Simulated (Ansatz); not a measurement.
**GaAs: pressure 60 GPa**

The parent structure is GaAs in the zinc blende structure (space group F-43m, No. 216; a = 5.746 Å).

Modification: a hydrostatic pressure of 60 GPa.

Level of theory: PBE, PAW, 420 eV (Ansatz, an electronic-structure program; no spin-orbit coupling), earlier PAW set. Γ-centred 10×10×10 mesh, Fermi–Dirac width 0.05 eV.

* **Volume per atom**: 15.93 Å³ (base 23.71 Å³)
* **Density**: 7.54 g/cm³ (base 5.06 g/cm³)
* **Enthalpy H = E + PV relative to the base's energy**: +6.98 eV/atom
* **Band gap**: 0.58 eV (base 0.16 eV)
* **Gap character**: indirect, Γ → X (base direct at Γ)
* **Smallest direct gap**: 3.35 eV (base 0.16 eV)
* **Hole mass (degenerate bands, along [100])**: 0.14, 0.22, 0.22 mₑ (at Γ)

Final structure:

```yaml
crystal:
  lattice:
    - [0.00000, 2.51591, 2.51591]
    - [2.51591, 0.00000, 2.51591]
    - [2.51591, 2.51591, 0.00000]
  atoms:
    - { symbol: As, position: [0.75000, 0.75000, 0.75000] }
    - { symbol: Ga, position: [0.00000, 0.00000, 0.00000] }
```

Load acts through the strain it causes; cell and atoms are relaxed under it. Masses are band curvatures over ±0.01 Å⁻¹ around the edge. No phonon test of stability was made. Measured, GaAs leaves this structure (for a Cmcm phase) near 15 GPa (room temperature; as listed in arXiv:1906.07825). A zero or small gap of GaAs can be the functional's error rather than a property of the material.
